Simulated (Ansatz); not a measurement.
Ansatz (a first-principles code) run on Ti3Al (P6_3/mmc, 8 atoms in the cell): self-consistent single point.

Level of theory: PBE (plane waves, PAW; Ansatz).

The change in words: lattice scaled by 0.98. Reference geometry:
```xyz
8
Lattice="5.6253 0.0000 0.0000 -2.8126 4.8716 0.0000 0.0000 0.0000 4.5319" Properties=species:S:1:pos:R:3 pbc="T T T"
Ti     2.8126     3.2143     1.1330
Ti     0.0000     1.6573     3.3989
Ti    -1.3773     4.0430     3.3989
Ti     4.1900     0.8287     1.1330
Ti     1.4353     0.8287     1.1330
Ti     1.3773     4.0430     3.3989
Al     0.0000     3.2478     1.1330
Al     2.8126     1.6239     3.3989
```

Reference input (self-consistent single point, DFT, PBE, plane waves, default PAW files): kpoints.mp_grid.grid = 5 5 5; hamiltonian.xc = pbe; hamiltonian.pseudopotentials = {kind: paw} (the program's default PAW files); scf.occupations.method = fermi_dirac; scf.occupations.width = 0.1 eV. This run's input differs from it in these lines:

```diff
@@ -3,5 +3,5 @@
   lattice:
-    - [5.625274, 0.000000, 0.000000]
-    - [-2.812637, 4.871630, 0.000000]
-    - [0.000000, 0.000000, 4.531919]
+    - [5.512769, 0.000000, 0.000000]
+    - [-2.756384, 4.774197, 0.000000]
+    - [0.000000, 0.000000, 4.441281]
   atoms:
```

Output (repeated stretches shortened):

```
SCF iter   1: F=—  HF=-16074.416682 eV  |F-HF|=—  |Δ(HF+E_count)|=         —  Δρ=4.56e-3  dr2=1.32e-2  ethr=1.77e-3  ⟨swp⟩=6.7  Hψ=2856  notcnv=0
all-band conjugate gradients solve this SCF's bands
preconditioner: auto → Kerker (q_TF=auto, 2.550 Å⁻¹)
SCF iter   2: F=—  HF=-16074.415810 eV  |F-HF|=—  |Δ(HF+E_count)|=   8.72e-4  Δρ=2.86e-3  dr2=6.29e-3  ethr=1.70e-5  ⟨swp⟩=1.8  Hψ=884  notcnv=0
SCF iter   3: F=—  HF=-16074.415605 eV  |F-HF|=—  |Δ(HF+E_count)|=   2.04e-4  Δρ=4.95e-4  dr2=2.73e-4  ethr=8.07e-6  ⟨swp⟩=2.0  Hψ=897  notcnv=0
SCF iter   4: F=—  HF=-16074.415543 eV  |F-HF|=—  |Δ(HF+E_count)|=   6.25e-5  Δρ=1.32e-4  dr2=1.81e-5  ethr=3.50e-7  ⟨swp⟩=2.9  Hψ=1534  notcnv=0
SCF iter   5: F=—  HF=-16074.415436 eV  |F-HF|=—  |Δ(HF+E_count)|=   1.07e-4  Δρ=4.78e-5  dr2=3.11e-6  ethr=2.32e-8  ⟨swp⟩=3.0  Hψ=1403  notcnv=0
SCF iter   6: F=—  HF=-16074.415435 eV  |F-HF|=—  |Δ(HF+E_count)|=   4.92e-7  Δρ=9.83e-6  dr2=1.29e-7  ethr=3.99e-9  ⟨swp⟩=2.0  Hψ=922  notcnv=0
SCF iter   7: F=-16074.415435 eV  HF=-16074.415435 eV  |F-HF|=2.38e-9  |Δ(HF+E_count)|=   4.05e-8  Δρ=1.92e-6  dr2=4.09e-9  ethr=1.28e-10  ⟨swp⟩=5.5  Hψ=2288  notcnv=0
SCF 1 converged in 7 iterations: F = -16074.415435 eV  dr2 = 4.09e-9
Free energy (F): -16074.415435 eV
Internal energy: -16074.226902 eV  (E = F + TS)
E sigma→0 (E₀):  -16074.321168 eV
Entropy (-TS):   -0.188534 eV (-23.567 meV/atom)
Fermi energy:    14.205429 eV
--- Forces (eV/Å), atoms counted from 1 ---
  atom   1  Ti     0.00000000     0.04546623    -0.00000000
  atom   2  Ti    -0.00000000    -0.04546623     0.00000000
  atom   3  Ti    -0.03937491     0.02273312    -0.00000000
  atom   4  Ti     0.03937491    -0.02273312     0.00000000
  atom   5  Ti    -0.03937491    -0.02273311     0.00000000
  atom   6  Ti     0.03937491     0.02273311    -0.00000000
  atom   7  Al     0.00000000    -0.00000000     0.00000000
  atom   8  Al    -0.00000000     0.00000000    -0.00000000
--- Stress (GPa, compression-positive) ---
       18.988130       0.000000       0.000000
        0.000000      18.988130       0.000000
        0.000000       0.000000      21.048163
  P = ⅓ Tr σ = 19.6748 GPa (196.748 kbar)
  The stress holds the Pulay correction. Without it, at fixed plane waves, as pw.x and ABINIT print it: P = 19.6392 GPa
```

The run converged in 7 iterations. Against the reference run the free energy rises by 82.4 meV/atom, the pressure goes from 9.68 to 19.67 GPa and the largest force stays at 0.045 eV/Å.

The starting cell comes from a database of computed structures (which also holds hypothetical and non-ambient phases and stackings), without a prior relaxation at this level. Its lattice was rescaled by a random factor within 2.5 % of one. For this run, on top of that: lattice scaled by 0.98. Spin polarisation is off. With a pressure of about 20 GPa the cell is away from its equilibrium volume at this level. Ansatz's pressure includes its estimate of the finite-basis (Pulay) stress.

Keys are those of Ansatz 0.2.
